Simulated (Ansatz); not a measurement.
WS2, response to strain

The reference is WS₂ (space group P6_3/mmc, No. 194; a = 3.115 Å, c = 11.772 Å; layered, stacked along the Cartesian z axis).

Strains are applied to the cell and any free atomic positions relax.

The values are results of PBEsol-D3(BJ) in Ansatz (plane waves to 420 eV, PAW, no spin-orbit coupling), not measurements.

```tsv
variant	volume per atom	width of the top valence band
base	16.48 Å³	2.05 eV
isotropic strain −3.00 %	15.05 Å³	2.16 eV
isotropic strain −2.40 %	15.33 Å³	2.16 eV
isotropic strain −1.80 %	15.61 Å³	___
isotropic strain −1.20 %	15.90 Å³	___
isotropic strain −0.60 %	16.19 Å³	___
```

Fill in the withheld entries from the trend.


- isotropic strain −1.80 %, width of the top valence band: 2.14 eV
- isotropic strain −1.20 %, width of the top valence band: 2.11 eV
- isotropic strain −0.60 %, width of the top valence band: 2.08 eV

Spin-orbit coupling, missing from the scalar runs, can matter with W. The levels and masses belong to the bands next to the band gap. Whether these cells are dynamically stable was not tested.

Ansatz is a first-principles code.
